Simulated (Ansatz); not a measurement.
# BaTiO$_{3}$ (space group P4mm, No. 99)

```
CELL_PARAMETERS angstrom
      3.97230     0.00000     0.00000
      0.00000     3.97230     0.00000
      0.00000     0.00000     4.11282
ATOMIC_POSITIONS crystal
  Ti 0.50000 0.50000 0.45232
  Ba 0.00000 0.00000 0.93423
  O  0.50000 0.50000 0.89517
  O  0.50000 0.00000 0.41214
  O  0.00000 0.50000 0.41214
```

The values are results of Kohn–Sham DFT with the r2SCAN functional, run in Ansatz (a quantum-chemistry and plane-wave program) with PAW and 500 eV plane waves, spin-orbit coupling left out, not measurements. k-mesh 8×8×8 (Γ-centred); smearing 0.05 eV (Fermi–Dirac).

```json
{
 "volume_per_atom": "12.98 Å³",
 "density": "5.97 g/cm³",
 "band_gap": "2.23 eV, indirect, A → Γ",
 "Lowest conduction-band minima above the VBM": "Γ 2.23 eV",
 "total_energy": "-2036.765 eV/atom (σ→0; compares only within this code and set-up)"
}
```

No phonon test of stability was made. All final runs are without spin polarisation.
